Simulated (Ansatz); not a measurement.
## A self-consistent single point of InSe (P6_3/mmc, 8 atoms in the cell) with Ansatz

Method: PBE (plane waves, PAW; Ansatz, an electronic-structure program).

This input was run:

Ansatz 0.2 input:
```yaml
# InSe
crystal:
  lattice:
    - [4.061939, 0.000000, 0.000000]
    - [-2.030969, 3.517742, 0.000000]
    - [0.000000, 0.000000, 17.515582]
  atoms:
    - { symbol: In, position_ang: [-0.000002, 2.345163, 5.785397] }
    - { symbol: In, position_ang: [2.030972, 1.172579, 11.730185] }
    - { symbol: In, position_ang: [2.030972, 1.172579, 14.543188] }
    - { symbol: In, position_ang: [-0.000002, 2.345163, 2.972394] }
    - { symbol: Se, position_ang: [-0.000002, 2.345163, 10.462407] }
    - { symbol: Se, position_ang: [2.030972, 1.172579, 7.053175] }
    - { symbol: Se, position_ang: [2.030972, 1.172579, 1.704616] }
    - { symbol: Se, position_ang: [-0.000002, 2.345163, 15.810966] }
basis:
  ecutwfc: 420.0
kpoints:
  mp_grid:
    grid: [6, 6, 1]
hamiltonian:
  xc: pbe
  pseudopotentials:
    kind: paw
scf:
  occupations:
    method: fermi_dirac
    width: 0.01
output:
  forces: true
  eigenvalues: true
  stress: true
```

The program printed (abridged):

```
WARN the atoms were moved onto the symmetric positions of the space group found under crystal.symmetry.tolerance 1.0e-5 (fractional …
WARN ansatz: RAYON_NUM_THREADS=1 ignored (pool sized by the plan → 1); use --threads N
Pseudopotentials: kind: paw
Pseudopotential: In, paw, valence charge 13
Pseudopotential: Se, paw, valence charge 16
Crystal: 8 atoms, lattice volume = 250.278 Å³
Basis set: ecut = 420 eV, 4895 PW (Γ), exchange–correlation on 60×60×240 points (8 copies of the dense FFT grid, shifted against one another)
Bands: 70, of which v1, the nominal top of the filled ones, is band 58 counted from 1 (57 counted from 0)
Symmetry: 24 space group operations
Space group: P63/mmc (ITA 194), of the structure as read, at distance tolerance 6.3e-5 Å
k-points: 7 of 36
Initial density: superposition of atomic densities (neutral atoms: chi_scale 0, normalization atom), corrected by the library's trained network
Initial wavefunctions: pseudopotential atomic-orbital guess
Eigensolver: davidson
Functional: x = pbe(κ = 0.804, μ = 0.2195149727645171), c = pbe(β = 0.06672455060314922)
SCF iter   1: F=—  HF=-44271.851277 eV  |F-HF|=—  |Δ(HF+E_count)|=         —  Δρ=1.49e-3  dr2=1.16e-2  ethr=1.77e-3  ⟨swp⟩=6.3  Hψ=1871  notcnv=0  defer=1
all-band conjugate gradients solve this SCF's bands
preconditioner: auto → Resta (q_TF=auto, 2.400 Å⁻¹)
SCF iter   2: F=—  HF=-44271.845865 eV  |F-HF|=—  |Δ(HF+E_count)|=   5.41e-3  Δρ=7.07e-4  dr2=1.19e-3  ethr=1.00e-5  ⟨swp⟩=3.0  Hψ=891  notcnv=0  defer=50
SCF iter   3: F=—  HF=-44271.846029 eV  |F-HF|=—  |Δ(HF+E_count)|=   1.63e-4  Δρ=3.52e-4  dr2=3.03e-4  ethr=1.03e-6  ⟨swp⟩=2.0  Hψ=691  notcnv=0  defer=50
SCF iter   4: F=—  HF=-44271.846251 eV  |F-HF|=—  |Δ(HF+E_count)|=   2.22e-4  Δρ=7.64e-5  dr2=1.46e-5  ethr=2.61e-7  ⟨swp⟩=2.9  Hψ=725  notcnv=0  defer=50
SCF iter   5: F=—  HF=-44271.846323 eV  |F-HF|=—  |Δ(HF+E_count)|=   7.22e-5  Δρ=2.72e-5  dr2=2.50e-6  ethr=1.26e-8  ⟨swp⟩=2.0  Hψ=833  notcnv=0  defer=50
SCF iter   6: F=—  HF=-44271.846324 eV  |F-HF|=—  |Δ(HF+E_count)|=   3.53e-7  Δρ=8.62e-6  dr2=2.54e-7  ethr=2.16e-9  ⟨swp⟩=2.0  Hψ=846  notcnv=0  defer=50
SCF iter   7: F=-44271.846324 eV  HF=-44271.846324 eV  |F-HF|=7.06e-10  |Δ(HF+E_count)|=   3.96e-7  Δρ=2.78e-6  dr2=1.56e-8  ethr=8.62e-11  ⟨swp⟩=9.1  Hψ=2218  notcnv=0
SCF 1 converged in 7 iterations: F = -44271.846324 eV  dr2 = 1.56e-8
SCF converged after 7 iterations
Free energy (F): -44271.846324 eV
Harris-Foulkes:  -44271.846324 eV  (|F-HF|=7.06e-10)
Internal energy: -44271.846324 eV  (E = F + TS)
E sigma→0 (E₀):  -44271.846324 eV
Fermi energy:    6.573661 eV
--- Per-component energies (eV) ---
  E_band       = -1914.083568
  E_kinetic    = 1443.292178
  E_local      = -16452.429149  (includes V_loc(G=0)·N_el)
  E_nonlocal   = -914.095067
  E_hartree    = 7567.696605
  E_xc         = -1276.319941
  E_vxc        = -787.437536  (∫ρ·V_xc dr)
  E_paw        = -24265.624169  (= ΣΔE_a)
  E_vpaw       = -338.802313  (= ΣTr[D̂ρ^β])
  E_aug_tail   = -0.002313  (compensation charges beyond the density's cutoff)
  E_ewald      = -10374.364468
  E_smearing   = -0.000000  (= −TS)
  E_closure    = 0.000000  (closes the sum)
  Σ components = -44271.846324   (vs F -44271.846324, Δ=0.00e0)
--- Forces (eV/Å), atoms counted from 1 ---
  atom   1  In     0.00000000    -0.00000000    -0.07759550
  atom   2  In    -0.00000000     0.00000000     0.07759550
  atom   3  In    -0.00000000     0.00000000    -0.07759550
  atom   4  In     0.00000000    -0.00000000     0.07759550
  atom   5  Se     0.00000000    -0.00000000    -0.07547857
  atom   6  Se    -0.00000000     0.00000000     0.07547857
  atom   7  Se    -0.00000000     0.00000000    -0.07547857
  atom   8  Se     0.00000000    -0.00000000     0.07547857
  max |Σ_I F_I| component: 1.39e-17 eV/Å
--- Stress (GPa, compression-positive) ---
        0.913616       0.000000       0.000000
        0.000000       0.913616       0.000000
        0.000000       0.000000       0.895420
  P = ⅓ Tr σ = 0.9076 GPa (9.076 kbar)
  The stress holds the Pulay correction. Without it, at fixed plane waves, as pw.x and ABINIT print it: P = 0.8801 GPa
--- Band table (eV; the first three rows and the last of 7) ---
  k-point 0: bands = ["-40.9525", "-40.9525", "-40.9525", "-40.9525", "-40.9525", "-40.9525", "-40.9525", "-40.9525", "-40.9196", "-40.9196", "-40.9196", "-40.9196", "-40.9196", "-40.9196", "-40.9196", "-40.9196", "-40.9077", "-40.9077", "-40.9077", [...]
  k-point 1: bands = ["-40.9525", "-40.9525", "-40.9525", "-40.9525", "-40.9524", "-40.9524", "-40.9524", "-40.9524", "-40.9197", "-40.9197", "-40.9197", "-40.9197", "-40.9196", "-40.9196", "-40.9196", "-40.9196", "-40.9077", "-40.9077", "-40.9076", [...]
  k-point 2: bands = ["-40.9525", "-40.9525", "-40.9525", "-40.9525", "-40.9523", "-40.9523", "-40.9523", "-40.9523", "-40.9197", "-40.9197", "-40.9197", "-40.9197", "-40.9196", "-40.9196", "-40.9196", "-40.9196", "-40.9076", "-40.9076", "-40.9076", [...]
  k-point 6: bands = ["-40.9524", "-40.9524", "-40.9524", "-40.9524", "-40.9524", "-40.9524", "-40.9524", "-40.9524", "-40.9197", "-40.9197", "-40.9197", "-40.9197", "-40.9197", "-40.9197", "-40.9196", "-40.9196", "-40.9076", "-40.9076", "-40.9076", [...]
```

The run converged in 7 iterations.

The starting cell comes from a database of computed structures (which also holds hypothetical and non-ambient phases and stackings), without a prior relaxation at this level. Its lattice was rescaled by up to half a per cent. Ansatz's pressure includes its estimate of the finite-basis (Pulay) stress.
